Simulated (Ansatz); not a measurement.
Structure of amorphous Hf₁₈O₃₉Y₂ (periodic cell):

```xyz
59
Lattice="9.3383 0.3559 -0.2192 0.3559 8.9835 -0.4538 -0.2192 -0.4538 9.2688" Properties=species:S:1:pos:R:3 pbc="T T T"
Hf     7.6290     8.2534    -0.4959
Hf     5.8045     4.1255     2.4528
Hf     8.4476     0.2897     3.3993
Hf     5.1681     7.8872     3.0290
Hf     2.6312     3.6264     0.9207
Hf     7.2679     3.3346     5.9114
Hf     4.2548     5.5981     5.2876
Hf     8.3963     2.4476     0.4072
Hf     8.7498     5.6748     0.9057
Hf     4.3931     0.7652     0.7309
Hf     5.3014     0.0873     6.7056
Hf     3.3663     2.1826     3.9347
Hf     4.9459     6.5104    -0.3479
Hf     2.5037     1.5866     7.1957
Hf     8.7204     0.5429     6.6899
Hf     1.5350     6.4746     3.5065
Hf     0.2102     3.1158     4.0435
Hf     1.4529     7.8353     0.5922
O      6.4872     1.5409     6.2041
O      6.1598     4.9606     6.0448
O      0.4721     3.6685     0.6748
O      1.6020     5.9036     1.5047
O      3.3444     7.8900     0.0287
O      1.8323     2.5501     5.3549
O      0.1094     6.0437     8.6351
O      1.4323     8.3601     2.5745
O      1.3134     0.0317     7.1238
O      6.6566     1.1975     0.5751
O      7.0768     6.2393    -0.3233
O      7.3076     4.0443     1.1079
O      4.4250     2.6627     1.8589
O      9.1215     0.5292    -0.2074
O      1.9354     3.2233     2.8764
O      8.7966     1.6873     4.9483
O      5.7223     7.9473     1.0887
O      8.9301     4.5804     5.6335
O      5.4352     7.8979     7.9724
O      4.3671     5.0312     0.9093
O      2.5336     1.6924     0.3154
O      5.3704     7.3419     5.1771
O      8.3812     2.3613     7.6203
O      3.7900     0.9388     5.5718
O      3.6886     5.6061     7.2302
O      7.6610     8.0520     6.6347
O      6.1665     5.9902     3.0600
O      8.5975     7.8237     1.3503
O      3.7273     0.4943     2.8366
O      2.1255     5.4222     5.1363
O      4.5030     3.8201     4.2305
O      2.2466     3.3944     8.1172
O      6.9733     8.6790     3.5846
O      4.3022     1.2541     8.0716
O      9.4096     7.8952     4.4619
O      8.9584     2.0250     2.3586
O      3.5562     6.6935     3.5381
O      7.2453     3.5028     3.8633
O      9.1448     5.4495     3.0386
Y      7.5789     6.4435     4.7702
Y      1.3388     4.9823     7.0808
```

All values below come from PBE, scalar-relativistic without spin-orbit coupling (plane waves to 420 eV, PAW; Ansatz, a first-principles code).

The cell was made by melting and quenching with the CHGNet potential and then relaxed with DFT. O atoms were pushed apart under 1.9 Å during the dynamics, to hinder bonds among them. The hot cell started wider than the set density and was brought back towards it in steps. It is the lowest in DFT energy of 2 quenches. It is a model cell: composition and starting density were chosen by hand, and all elements were melted together. No dispersion term was used. Its density started from a set value of 8.63 and ended at 8.61 g/cm³. Cooling (nominally 300 K/ps over its main leg) ran many orders faster than in experiment, which tends to leave more defects and strain. One small periodic cell is one sample of the glass; other quenches scatter about these values. Volume and shape were free in the relaxation.

Bonds are counted up to Hf-Hf 3.34 Å, Hf-O 2.68 Å, Hf-Y 3.54 Å, O-O 1.58 Å, O-Y 2.82 Å, Y-Y 3.74 Å. Two cations that share two anions don't count as bonded, nor two that share one unless they lie closer than Hf-Hf 3.25 Å, Hf-Y 3.45 Å, Y-Y 3.64 Å.

Problem. Give the coordination numbers, mean bond lengths and angles.

Solution. 
```json
{
  "Mean coordination of Hf by anions": "6.44 (12 with 6, 4 with 7, 2 with 8)",
  "Mean coordination of O": "3.31 (1 with 2, 25 with 3, 13 with 4)",
  "Mean coordination of Y by anions": "6.50 (1 with 5, 1 with 8)",
  "Mean Hf-O bond": "2.152 Å (spread 0.127 Å, 116 counted)",
  "Mean O-Y bond": "2.362 Å (spread 0.143 Å, 13 counted)",
  "Bond angle at Hf": "mean 102.0°, spread 29.2°",
  "Bond angle at O": "mean 112.1°, spread 17.7°",
  "Bond angle at Y": "mean 101.1°, spread 29.3°"
}
```

Problem. List the pairs of like atoms that count as bonded by the rules above.

Solution. There are none by these rules.
